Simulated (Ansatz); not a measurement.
**W2C (P-3m1, No. 164, 3 atoms in the cell; start mp-1008625)**

All values below come from HSE06 (plane waves, PAW; Ansatz, an electronic-structure program).

Settings: plane-wave cutoff 500 eV, 12×12×6 k mesh (along the axes of the cell as run), Fermi–Dirac smearing 0.05 eV, no spin polarisation, scalar-relativistic PAW data made under PBE.

Cell (relaxed at this level):

```cif
data_CW2
_chemical_formula_sum 'W2 C1'
_space_group_name_H-M_alt 'P 1'
_space_group_IT_number 1
_cell_length_a 3.04242
_cell_length_b 3.04242
_cell_length_c 4.63045
_cell_angle_alpha 90.000
_cell_angle_beta 90.000
_cell_angle_gamma 120.000
loop_
_space_group_symop_operation_xyz
  'x, y, z'
loop_
_atom_site_label
_atom_site_type_symbol
_atom_site_fract_x
_atom_site_fract_y
_atom_site_fract_z
_atom_site_occupancy
W1 W 0.33333 0.66667 0.74782 1
W2 W 0.66667 0.33333 0.25218 1
C1 C 0.00000 0.00000 0.00000 1
```

band gap: none

Note: exact exchange on metals is sensitive to the k mesh and can open a false gap; the run warned that the count of filled bands differs between k points; the relaxation could not lower the start's symmetry, so the cell can be a saddle point above a distorted one.

Spin–orbit coupling is not included.

Static lattice: no zero-point or thermal effects.

A start named mp-… is a Materials Project structure, which need not be a measured phase.
